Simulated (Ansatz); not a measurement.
Ti5Te4 (I4/m, No. 87) was calculated with PBEsol (plane waves, PAW; Ansatz, a program for electronic structure).

Settings: plane-wave cutoff 520 eV, 16×16×16 k mesh, Fermi–Dirac smearing 0.05 eV, no spin polarisation, scalar-relativistic PAW data made under PBE.

Energies at three volumes about the minimum:

```
V (Å³/atom)  E − E_lowest (meV/atom)
-----------  -----------------------
20.244                          2.09
20.658                          0.00
21.071                          1.93
```

### Question
Fit a parabola by hand: where is the minimum, and what is the bulk modulus?

### Answer
Slopes: (0.00 − 2.09)/(20.658 − 20.244) = -5.048 and (1.93 − 0.00)/(21.071 − 20.658) = 4.673 meV/Å³. Curvature E″ = 2 × (4.673 − (-5.048))/(21.071 − 20.244) = 23.509 meV/Å⁶. From the middle of the first interval, the slope vanishes at V0 = 20.4510 − (-5.048)/23.509 = 20.666 Å³/atom. B = V0 E″ = 20.666 × 23.509 meV/Å³ × 0.1602 GPa per meV/Å³ = 77.8 GPa. The full Birch–Murnaghan fit to all volumes gives V0 = 20.657 Å³/atom and B0 = 77.7 GPa.

Shape and atoms are relaxed at each volume.

Note: the bulk modulus comes from volumes at which shape and atoms were relaxed.
